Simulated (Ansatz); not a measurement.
In a free triangular strip chain of K atoms, spin-degenerate bands cross the Fermi level 2 times between Γ and the zone edge.

These are PBE (plane waves to 420 eV, PAW; Ansatz, a program for electronic structure) values and carry that method's errors. Mesh 1×1×68. No spin polarisation, so a magnetic state wasn't tested. One-dimensional cell, images about 11 Å apart. A hypothetical model. Symmetry and one short period hold its shape; lower forms weren't sought. Pairing along the axis, which can open a gap, is among the distortions not tried.

Q: What are the conductance and the two-terminal resistance of a perfect, endless piece?

A: Each crossing on the half of the zone with k > 0 has a partner at −k, so it gives one mode in each direction. Counting spin there are 4 modes, each carrying e²/h = 38.74 μS. G = 4 × 38.74 = 155.0 μS and R = 1/G = 6.45 kΩ, whatever the length. Scattering by phonons, roughness and contacts can only raise R.
